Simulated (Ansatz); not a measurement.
The starting structures come from a database of crystals and need not be the phases stable at ambient conditions.

 Where the default PAW files enter, the runs use the earlier of Ansatz's two default sets.

The decay constant κ of evanescent states in the gap governs leakage through a thin film.

Here is the system:

```
CELL_PARAMETERS angstrom
      5.80673     0.00000     0.00000
      0.00000     5.87246     0.00000
      0.00000     2.09221     5.37983
ATOMIC_POSITIONS crystal
  P  0.11812 0.12971 0.15801
  P  0.88188 0.87029 0.84199
  P  0.61812 0.37029 0.84199
  P  0.38188 0.62971 0.15801
  P  0.62279 0.81145 0.33432
  P  0.37721 0.18855 0.66568
  P  0.12279 0.68855 0.66568
  P  0.87721 0.31145 0.33432
  Ir 0.50117 0.20842 0.27187
  Ir 0.49883 0.79158 0.72813
  Ir 0.00117 0.29158 0.72813
  Ir 0.99883 0.70842 0.27187
```

Space group of this cell: P2_1/c. The cell is taken as given.

Transport runs along the normal of the first two printed cell vectors.

The gap is the functional's own. No spin-orbit coupling. Mid-gap values are interpolated on the energy grid.

Question: Estimate the band gap and the smallest decay constant κ at mid-gap that Ansatz (an electronic-structure program) with r2SCAN returns for this system.

Answer: Gap 0.72 eV on a 6×6×6 mesh; κ = 0.148 1/Å, at the zone centre.
